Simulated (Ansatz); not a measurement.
Consider C (space group R-3, No. 148; a = 6.3180 Å, c = 3.8460 Å (hexagonal axes); a hypothetical phase, not in the database extracts checked). Axes: x lies along a and z along c of the hexagonal cell.

Level of theory: Ansatz (a first-principles code) PBEsol, without spin-orbit coupling.

Before the change:

The band gap comes out as 3.33 eV, the smallest direct gap is 4.71 eV and the shortest interatomic distance is 2.794 bohr.

Modification: strain tensor (xx, yy, zz, yz, xz, xy) = (−1.31, +0.05, +0.38, −0.26, −0.18, −0.89) %, atoms relaxed at fixed cell.

Q: What happens to the energy relative to the base?

A: The energy grows by 7.1 meV/atom.

Q: Predict the new band gap.

A: The band gap decreases by 0.47 eV to 2.86 eV.

Q: What does the calculation give for the stress after the change?

A: The stress (xx, yy, zz, yz, xz, xy; compression positive) is (15.41, -0.08, -2.66, 2.75, 2.33, 10.04) GPa.

Q: What does the calculation give for the smallest direct gap after the change?

A: The smallest direct gap shrinks by 0.24 eV (4.71 eV → 4.47 eV).

Q: Predict the new shortest interatomic distance.

A: The shortest interatomic distance shrinks by 0.022 bohr to 2.772 bohr.

Whether these cells are dynamically stable was not tested.
